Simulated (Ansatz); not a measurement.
Partial pair distribution functions of a relaxed model of amorphous hafnium silicate (Hf14O35Si4), broadened by 0.06 Å; density 7.44 g/cm³. Calculation: PBE, scalar-relativistic without spin-orbit coupling (plane waves to 420 eV, PAW; Ansatz, a quantum-chemistry and plane-wave program). The usual formal charges leave 2 electrons over, so the level spacing at the Fermi energy parts defect or band states and needn't be the band gap.

A CHGNet melt-quench gave the starting glass, which DFT then relaxed. O atoms were pushed apart under 1.9 Å during the dynamics, to hinder bonds among them. The hot cell started wider than the set density and was brought back towards it in steps. It is the lowest in DFT energy of 4 quenches. It is a model cell: composition and starting density were chosen by hand, and all elements were melted together. No dispersion term was used. Its density started from a set value of 7.44 and ended at 7.44 g/cm³. The simulated quench (nominally 300 K/ps over its main leg) is rapid and tends to freeze in more defects than a deposited or slowly cooled glass has. A cell of this size samples the disorder only roughly. The volume was held where the preparation left it, at a PBE pressure of 1.2 GPa. Stress components on the final sampling reach 2.7 GPa. On a 2×2×2 Γ-centred mesh force components of up to 0.43 eV/Å stay, since the relaxation ran on the zone centre alone.

| r (Å) | g Hf-O | g O-Si | g Hf-Hf | g O-O |
|---|---|---|---|---|
| 1.40 | 0.00 | 0.02 | 0.00 | 0.00 |
| 1.50 | 0.00 | 1.52 | 0.00 | 0.00 |
| 1.60 | 0.00 | 11.72 | 0.00 | 0.00 |
| 1.70 | 0.00 | 9.60 | 0.00 | 0.00 |
| 1.80 | 0.07 | 0.97 | 0.00 | 0.00 |
| 1.90 | 1.50 | 0.01 | 0.00 | 0.00 |
| 2.00 | 5.71 | 0.00 | 0.00 | 0.00 |
| 2.10 | 6.68 | 0.00 | 0.00 | 0.00 |
| 2.20 | 3.75 | 0.00 | 0.00 | 0.00 |
| 2.30 | 1.89 | 0.00 | 0.00 | 0.01 |
| 2.40 | 0.98 | 0.00 | 0.00 | 0.33 |
| 2.50 | 0.79 | 0.00 | 0.00 | 1.59 |
| 2.60 | 0.29 | 0.00 | 0.00 | 2.59 |
| 2.70 | 0.03 | 0.08 | 0.00 | 2.91 |
| 2.80 | 0.01 | 0.41 | 0.00 | 2.41 |
| 2.90 | 0.07 | 0.46 | 0.05 | 1.80 |
| 3.00 | 0.08 | 0.47 | 0.39 | 1.45 |
| 3.10 | 0.09 | 0.63 | 0.59 | 1.38 |
| 3.20 | 0.19 | 0.73 | 2.57 | 1.19 |
| 3.30 | 0.42 | 0.98 | 3.47 | 0.88 |
| 3.40 | 0.40 | 0.76 | 2.24 | 0.80 |
| 3.50 | 0.56 | 1.25 | 1.55 | 0.81 |
| 3.60 | 0.79 | 1.36 | 1.39 | 0.62 |
| 3.70 | 0.72 | 0.79 | 1.45 | 0.73 |
| 3.80 | 0.78 | 0.89 | 2.25 | 0.79 |
| 3.90 | 1.20 | 1.20 | 2.08 | 0.84 |
| 4.00 | 1.53 | 1.21 | 2.43 | 0.81 |
| 4.10 | 1.29 | 1.47 | 0.99 | 0.86 |
| 4.20 | 1.16 | 2.39 | 0.50 | 0.91 |
| 4.30 | 1.18 | 1.35 | 0.91 | 0.78 |
| 4.40 | 1.45 | 0.72 | 0.69 | 0.73 |

Within 2.72 Å each Hf has 6.14 O neighbours on average.
